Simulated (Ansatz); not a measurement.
## HgTe under a change: pressure 22.5 GPa

The reference is HgTe in the zinc blende structure (space group F-43m, No. 216; a = 6.573 Å).

Modification: a hydrostatic pressure of 22.5 GPa.

Calculations: Kohn–Sham DFT with the r2SCAN functional, run in Ansatz (an electronic-structure program) with PAW and 500 eV plane waves, without spin-orbit coupling. Settings: 12×12×12 k-points, 0.05 eV Fermi–Dirac smearing.

- Volume per atom: 26.89 Å³ (base 35.49 Å³)
- Density: 10.13 g/cm³ (base 7.68 g/cm³)
- Shortest interatomic distance: 4.903 bohr (base 5.378 bohr)
- Enthalpy H = E + PV relative to the base's energy: +4.23 eV/atom
- Band gap: 0.23 eV (base zero)
- Valley order (the lowest conduction-band minima on the path, energy above the VBM, named in the base's zone): Γ 0.23 eV; L along ⟨111⟩ 0.97 eV; a point along ⟨100⟩, about 0.7 Å⁻¹ from Γ 1.72 eV

Final structure:

```xyz
2
Lattice="0.0000 2.9959 2.9959 2.9959 0.0000 2.9959 2.9959 2.9959 0.0000" Properties=species:S:1:pos:R:3 pbc="T T T"
Te     4.4938     4.4938     4.4938
Hg     0.0000     0.0000     0.0000
```

Cost of the whole job for the changed cell (relaxation, final SCF and bands): roughly 3 core-minutes.

Spin-orbit coupling, missing from the scalar runs, can matter with Hg and Te. Load acts through the strain it causes; cell and atoms are relaxed under it. Stability against distortions was not tested. Tetrahedral semiconductors of this kind turn to denser phases somewhere between about 1 and 50 GPa; those were not computed, so compressed cells here can lie past the real transition. The final runs are not spin-polarised. The zero or small gap of HgTe can change with the level of theory.
